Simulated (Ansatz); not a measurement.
# A self-consistent single point of a (001) slab of SrAg5 (cut from a parent of space group no. 191; 12 atoms in the cell) with Ansatz

Level of theory: PBEsol, default PAW files made with PBE (plane waves; Ansatz, a first-principles code).

Input as run:

Ansatz 0.2 input:
```yaml
# Ag5Sr
crystal:
  lattice:
    - [5.727581, 0.000000, 0.000000]
    - [-2.863791, 4.960231, 0.000000]
    - [0.000000, 0.000000, 20.928092]
  atoms:
    - { symbol: Sr, position: [0.000000, 0.000000, 0.444827] }
    - { symbol: Ag, position: [0.666667, 0.333333, 0.444827] }
    - { symbol: Ag, position: [0.333333, 0.666667, 0.444827] }
    - { symbol: Ag, position: [0.500000, 0.000000, 0.334479] }
    - { symbol: Ag, position: [0.500000, 0.500000, 0.334479] }
    - { symbol: Ag, position: [1.000000, 0.500000, 0.334479] }
    - { symbol: Sr, position: [0.000000, 0.000000, 0.665521] }
    - { symbol: Ag, position: [0.666667, 0.333333, 0.665521] }
    - { symbol: Ag, position: [0.333333, 0.666667, 0.665521] }
    - { symbol: Ag, position: [0.500000, 0.000000, 0.555173] }
    - { symbol: Ag, position: [0.500000, 0.500000, 0.555173] }
    - { symbol: Ag, position: [1.000000, 0.500000, 0.555173] }
basis:
  ecutwfc: 420.0
kpoints:
  mp_grid: { grid: [4, 4, 1] }
hamiltonian:
  xc: pbesol
  pseudopotentials: { kind: paw }
scf:
  occupations: { method: gaussian, width: 0.1 }
output:
  forces: true
  eigenvalues: true
  stress: true
```

The program printed (abridged):

```
WARN the atoms were moved onto the symmetric positions of the space group found under crystal.symmetry.tolerance 1.0e-5 (fractional …
WARN ansatz: RAYON_NUM_THREADS=1 ignored (pool sized by the plan → 1); use --threads N
Pseudopotentials: kind: paw
Pseudopotential: Sr, paw, valence charge 10
Pseudopotential: Ag, paw, valence charge 19
Crystal: 12 atoms, lattice volume = 594.570 Å³
Basis set: ecut = 420 eV, 11673 PW (Γ), exchange–correlation on 80×80×288 points (8 copies of the dense FFT grid, shifted against one another)
Bands: 126, of which v1, the nominal top of the filled ones, is band 105 counted from 1 (104 counted from 0)
Symmetry: 12 space group operations
Space group: P6mm (ITA 183), of the structure as read, at distance tolerance 8.4e-5 Å
k-points: 4 of 16
PAW frozen core: Sr, regenerated for the run's functional, and the local potential with it
PAW frozen core: Ag, regenerated for the run's functional, and the local potential with it
Initial density: superposition of atomic densities (neutral atoms: chi_scale 0, normalization atom), corrected by the library's trained network
Initial wavefunctions: pseudopotential atomic-orbital guess
Eigensolver: davidson
Functional: x = pbesol(κ = 0.804, μ = 0.12345679012345678), c = pbesol(β = 0.046)
SCF iter   1: F=—  HF=-82205.532750 eV  |F-HF|=—  |Δ(HF+E_count)|=         —  Δρ=5.00e-3  dr2=1.10e0  ethr=1.77e-3  ⟨swp⟩=10.5  Hψ=2495  notcnv=0  defer=3
all-band conjugate gradients solve this SCF's bands
preconditioner: auto → LDOS
SCF iter   2: F=—  HF=-82205.740229 eV  |F-HF|=—  |Δ(HF+E_count)|=   2.07e-1  Δρ=8.19e-3  dr2=2.35e0  ethr=5.23e-4  ⟨swp⟩=2.5  Hψ=841  notcnv=0  defer=54
SCF iter   3: F=—  HF=-82205.513885 eV  |F-HF|=—  |Δ(HF+E_count)|=   2.26e-1  Δρ=3.89e-3  dr2=4.48e-1  ethr=5.23e-4  ⟨swp⟩=2.0  Hψ=493  notcnv=0  defer=54
SCF iter   4: F=—  HF=-82205.459165 eV  |F-HF|=—  |Δ(HF+E_count)|=   5.47e-2  Δρ=9.55e-4  dr2=9.01e-3  ethr=2.13e-4  ⟨swp⟩=2.2  Hψ=664  notcnv=0  defer=54
SCF iter   5: F=—  HF=-82205.458148 eV  |F-HF|=—  |Δ(HF+E_count)|=   1.02e-3  Δρ=4.08e-4  dr2=2.76e-3  ethr=4.29e-6  ⟨swp⟩=2.0  Hψ=896  notcnv=0  defer=33
SCF iter   6: F=—  HF=-82205.457781 eV  |F-HF|=—  |Δ(HF+E_count)|=   3.67e-4  Δρ=1.31e-4  dr2=1.87e-4  ethr=1.31e-6  ⟨swp⟩=2.0  Hψ=651  notcnv=0  defer=33
SCF iter   7: F=—  HF=-82205.457730 eV  |F-HF|=—  |Δ(HF+E_count)|=   5.07e-5  Δρ=7.83e-5  dr2=6.53e-5  ethr=8.90e-8  ⟨swp⟩=2.0  Hψ=752  notcnv=0  defer=33
SCF iter   8: F=—  HF=-82205.458159 eV  |F-HF|=—  |Δ(HF+E_count)|=   4.29e-4  Δρ=3.97e-5  dr2=9.86e-6  ethr=3.11e-8  ⟨swp⟩=2.0  Hψ=817  notcnv=0  defer=33
SCF iter   9: F=—  HF=-82205.458159 eV  |F-HF|=—  |Δ(HF+E_count)|=   6.52e-7  Δρ=1.10e-5  dr2=9.78e-7  ethr=4.70e-9  ⟨swp⟩=2.0  Hψ=866  notcnv=0  defer=33
SCF iter  10: F=—  HF=-82205.458159 eV  |F-HF|=—  |Δ(HF+E_count)|=   2.91e-8  Δρ=4.60e-6  dr2=1.32e-7  ethr=4.66e-10  ⟨swp⟩=2.0  Hψ=697  notcnv=0  defer=33
SCF iter  11: F=-82205.458159 eV  HF=-82205.458159 eV  |F-HF|=2.84e-8  |Δ(HF+E_count)|=   9.54e-8  Δρ=1.94e-6  dr2=4.46e-8  ethr=4.76e-11  ⟨swp⟩=14.0  Hψ=2333  notcnv=0
SCF 1 converged in 11 iterations: F = -82205.458159 eV  dr2 = 4.46e-8
SCF converged after 11 iterations
Free energy (F): -82205.458159 eV
Harris-Foulkes:  -82205.458159 eV  (|F-HF|=2.84e-8)
Internal energy: -82205.433370 eV  (E = F + TS)
E sigma→0 (E₀):  -82205.445764 eV
Entropy (-TS):   -0.024789 eV (-2.066 meV/atom)
Fermi energy:    3.705537 eV
--- Per-component energies (eV) ---
  E_band       = -5228.162637
  E_kinetic    = 5755.902536
  E_local      = -189166.360263  (includes V_loc(G=0)·N_el)
  E_nonlocal   = 1232.780779
  E_hartree    = 91902.741752
  E_xc         = -2170.826328
  E_vxc        = -2653.900741  (∫ρ·V_xc dr)
  E_paw        = -43637.269173  (= ΣΔE_a)
  E_vpaw       = -4201.999507  (= ΣTr[D̂ρ^β])
  E_aug_tail   = 0.002908  (compensation charges beyond the density's cutoff)
  E_ewald      = 53874.098334
  E_core_change = 3.496085  (= ΣΔE_core)
  E_smearing   = -0.024789  (= −TS)
  E_closure    = 0.000000  (closes the sum)
  Σ components = -82205.458159   (vs F -82205.458159, Δ=0.00e0)
--- Forces (eV/Å), atoms counted from 1 ---
  atom   1  Sr    -0.00000000     0.00000000    -0.20577209
  atom   2  Ag    -0.00000000     0.00000000    -0.11739770
  atom   3  Ag    -0.00000000    -0.00000000    -0.11739770
  atom   4  Ag     0.00000000    -0.00000000     0.31429752
  atom   5  Ag     0.00000000     0.00000000     0.31429752
  atom   6  Ag     0.00000000     0.00000000     0.31429752
  atom   7  Sr    -0.00000000    -0.00000000    -0.15968247
  atom   8  Ag    -0.00000000     0.00000000    -0.16401896
  atom   9  Ag    -0.00000000    -0.00000000    -0.16401896
  atom  10  Ag    -0.00000000     0.00000000    -0.00485621
  atom  11  Ag     0.00000000     0.00000000    -0.00485621
  atom  12  Ag     0.00000000     0.00000000    -0.00485621
  max |Σ_I F_I| component: 3.61e-5 eV/Å
--- Stress (GPa, compression-positive) ---
       -2.223687      -0.000000      -0.000000
        0.000000      -2.223687      -0.000000
       -0.000000      -0.000000      -1.205441
  P = ⅓ Tr σ = -1.8843 GPa (-18.843 kbar)
  The stress holds the Pulay correction. Without it, at fixed plane waves, as pw.x and ABINIT print it: P = -1.8971 GPa
--- Band table (eV) ---
  k-point 0: bands = ["-88.4121", "-88.4102", "-88.3844", "-88.3752", "-88.3752", "-88.1659", "-88.1650", "-87.9944", "-87.9846", "-87.9846", "-51.9693", "-51.9332", "-51.9332", "-51.9307", "-51.9218", "-51.9218", "-51.9037", "-51.9037", "-51.8809", [...]
  k-point 1: bands = ["-88.4118", "-88.4105", "-88.3832", "-88.3764", "-88.3752", "-88.1658", "-88.1651", "-87.9932", "-87.9859", "-87.9846", "-51.9572", "-51.9336", "-51.9320", "-51.9291", "-51.9217", "-51.9181", "-51.9020", "-51.8976", "-51.8850", [...]
  k-point 2: bands = ["-88.4114", "-88.4108", "-88.3814", "-88.3783", "-88.3752", "-88.1656", "-88.1653", "-87.9911", "-87.9879", "-87.9846", "-51.9438", "-51.9340", "-51.9302", "-51.9277", "-51.9208", "-51.9157", "-51.8980", "-51.8807", "-51.8807", [...]
  k-point 3: bands = ["-88.4114", "-88.4108", "-88.3814", "-88.3783", "-88.3752", "-88.1656", "-88.1653", "-87.9911", "-87.9879", "-87.9846", "-51.9406", "-51.9343", "-51.9298", "-51.9278", "-51.9239", "-51.9152", "-51.8986", "-51.8917", "-51.8785", [...]
```

The run converged in 11 iterations.

The starting cell comes from a database of computed structures (which also holds hypothetical and non-ambient phases and stackings), without a prior relaxation at this level. The slab is cut from that crystal, and its faces are unrelaxed. Its lattice was rescaled by up to half a per cent. The two faces of this cut differ, and no dipole correction was used.
